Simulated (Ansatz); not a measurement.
The parent structure is FeS2 (space group Pnnm, No. 58; non-magnetic).

Space group Pnnm (No. 58); a = 4.4388 Å, b = 5.4094 Å, c = 3.3897 Å, α = β = γ = 90.00°

| atom | site | symmetry | x | y | z |
|---|---|---|---|---|---|
| Fe | 2a | ..2/m | 0.0000 | 0.0000 | 0.0000 |
| S | 4g | ..m | 0.2063 | 0.3752 | 0.0000 |

Computed with PBE, PAW, 420 eV (Ansatz, a program for electronic structure; scalar-relativistic without spin-orbit coupling).

For the base:

| Item | Result |
|---|---|
| Band gap | 0.88 eV |

Modification: cell and atoms relaxed at a pressure of 3 GPa.

Predict the new band gap.

The band gap goes up by 0.04 eV (0.88 eV → 0.92 eV).

Load acts through the strain it causes; cell and atoms are relaxed under it. Whether these cells are dynamically stable was not tested. Starting moments died away, wholly or in part, for the base; another magnetic solution may exist. The final runs are not spin-polarised.
